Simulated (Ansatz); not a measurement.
## CaScO2F (model structure, started from the SrVO2H type, P4/mmm, No. 123, 5 atoms in the cell)

Computed with PBEsol (Ansatz, a first-principles code, PAW).

Numerical settings: plane-wave cutoff 520 eV, 8×8×8 k mesh, Fermi–Dirac smearing 0.01 eV, scalar-relativistic PAW data made under PBE.

Cell (relaxed with PBEsol):

```
CELL_PARAMETERS angstrom
      4.06062     0.00000     0.00000
      0.00000     4.06062     0.00000
      0.00000     0.00000     3.95869
ATOMIC_POSITIONS crystal
  Ca 0.50000 0.50000 0.50000
  Sc 0.00000 0.00000 0.00000
  O  0.50000 0.00000 0.00000
  O  0.00000 0.50000 0.00000
  F  0.00000 0.00000 0.50000
```

| Item | Result |
|---|---|
| band gap | 2.76 eV (indirect) |
| smallest direct gap on the k points sampled | 3.18 eV |

Note: the relaxation could raise the start's symmetry but not lower it, so the cell can be a saddle point.

The computed numbers hold no vibrational or temperature effects.

Computing time: about 14 core-seconds (a rough figure).

A model structure was made by putting elements into a prototype or built by hand; it is no filed structure, need not be a known phase, and can be a saddle point held by its symmetry.
